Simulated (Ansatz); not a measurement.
# MgO, response to strain

The parent structure is MgO in the rock salt structure (space group Fm-3m, No. 225; a = 4.214 Å). Axes: x, y, z lie along the cube axes.

Strains are applied to the cell and any free atomic positions relax; under biaxial strain the out-of-plane vector relaxes too; under stress the whole cell relaxes.

Method: PBEsol, PAW, 420 eV (Ansatz, a program for electronic structure; no spin-orbit coupling).

Notes on the quantities. energy relative to the base: free energy F.

| change | energy relative to the base | electron mass | band gap | volume per atom |
|---|---|---|---|---|
| base | 0 meV/atom | 0.34 mₑ (at Γ) | 4.62 eV | 9.35 Å³ |
| biaxial strain −2.34 %, plane normal [110], relaxed out of plane | +13 meV/atom | – | 4.82 eV | 9.02 Å³ |
| biaxial strain +1.98 %, plane normal [110], relaxed out of plane | +8.3 meV/atom | – | 4.22 eV | 9.66 Å³ |
| biaxial strain −1.03 %, plane normal [111], relaxed out of plane | +2.5 meV/atom | 0.35 mₑ (at Γ) | 4.75 eV | 9.20 Å³ |
| biaxial strain +0.76 %, plane normal [111], relaxed out of plane | +1.3 meV/atom | 0.34 mₑ (at Γ) | 4.45 eV | 9.47 Å³ |
| biaxial strain +2.47 %, plane normal [111], relaxed out of plane | +13 meV/atom | 0.33 mₑ (at Γ) | 4.07 eV | 9.74 Å³ |
| uniaxial strain ε_yy = +0.35 % | +0.1 meV/atom | 0.34 mₑ (at Γ) | 4.58 eV | 9.39 Å³ |
| uniaxial strain ε_yy = +4.07 % | +12 meV/atom | 0.31 mₑ along y, 0.34 mₑ across (at Γ) | 4.19 eV | 9.74 Å³ |
| tensor shear ε_yz = −0.30 % | +0.2 meV/atom | 0.34 mₑ (at Γ) | 4.60 eV | 9.35 Å³ |
| uniaxial stress, 8 GPa compression along z | +6.1 meV/atom | 0.36 mₑ along z, 0.34 mₑ across (at Γ) | 4.72 eV | 9.23 Å³ |

A biaxial case was relaxed in a doubled cell and then solved in the primitive one. Masses are band curvatures over ±0.01 Å⁻¹ around the edge. Beyond what the load breaks, stability against distortions was not tested.
